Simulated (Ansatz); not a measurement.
# CdSe: band gap against strain

CdSe (zinc blende, F-43m, 27.101 Å³/atom at rest) under an equal strain ε in the (001) plane with the normal axis free, as in a coherent film. LDA in Ansatz, a plane-wave DFT program (PAW, default set), 420 eV, 10×10×10 Γ-centred mesh, Fermi-Dirac smearing 0.05 eV; ions are relaxed within the symmetry of each cell. Gaps are the smallest over the k-mesh and a band path, without spin-orbit coupling; in all rows the valence edge lies at Γ and the conduction edge at Γ.

Here s stands for strain and Eg for gap.

```
strain (%)  gap (eV)
----------  --------
-3.00              ?
-1.50          0.376
-1.00          0.387
-0.50          0.396
0.00           0.405
```

The 4 complete rows are fitted with a straight line, Eg against s. Means: s -0.75000, Eg 0.3910. About the means, the sum of products is 0.024000 and the sum of squares of s is 1.2500; the slope is their ratio. Least squares gives Eg = 0.4054 + 0.01920·s. Residuals (row less fit): -0.0006, 0.0008, 0.0002, -0.0004; standard error 0.0008 (degrees of freedom: 2). Over these rows the gap moves by 1.9 ± 0.07 eV per unit strain.

**Question.** What does the fit predict for Eg at s = -3.00, and how far is the calculated value from it?

**Answer.** Eg = 0.4054 + 0.01920 × (-3.0) = 0.3478 eV. The calculation gives 0.341 eV, 0.0068 eV below the prediction (10.6 % of the range of Eg in the table). The row lies outside the fitted rows, so this is an extrapolation. From the scatter of the fitted rows alone, a prediction at this place has a standard error of 0.0018 eV, so the miss is 3.8 times that.

One order more, fitted to all 7 runs of the series, follows each within 0.001, so the miss is the next term of a smooth law. CdSe stands in this structure, whereas wurtzite is the usual form. Spin-orbit coupling is left out, which can shift this property for CdSe. Rows are the converged runs of the series near zero and its far end; series whose fitted rows scatter by over a few per cent of the range, as at a crossing or softening among them, aren't shown in this form. Most that stay on the fit to the last digits aren't either.
